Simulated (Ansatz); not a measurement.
The parent structure is HgS (space group P3_221, No. 154; made of chains).

Space group P3₂21 (No. 154); a = b = 4.465 Å, c = 9.758 Å, α = β = 90.00°, γ = 120.00°

| atom | site | symmetry | x | y | z |
|---|---|---|---|---|---|
| Hg | 3a | .2. | 0.2308 | 0.2308 | 0.0000 |
| S | 3b | .2. | 0.5531 | 0.5531 | 0.5000 |

Levels (all Ansatz, a first-principles code, PAW): PBE (420 eV, spin-orbit coupling left out); HSE06 (420 eV, no spin-orbit coupling).

The geometry is relaxed with PBE.

```
Property        Value
------------  -------
PBE band gap  1.83 eV
```

Q: Predict the band gap from HSE06.

A: The band gap grows by 0.95 eV to 2.78 eV.

Single points use the geometry relaxed with PBE. HSE06 gaps are upper bounds (no full band path). Spin-orbit coupling, missing from the scalar runs, can matter with Hg. Whether these cells are dynamically stable was not tested. No dispersion term is included, though the crystal is made of layers, chains or molecules, so its spacings can come out too wide.
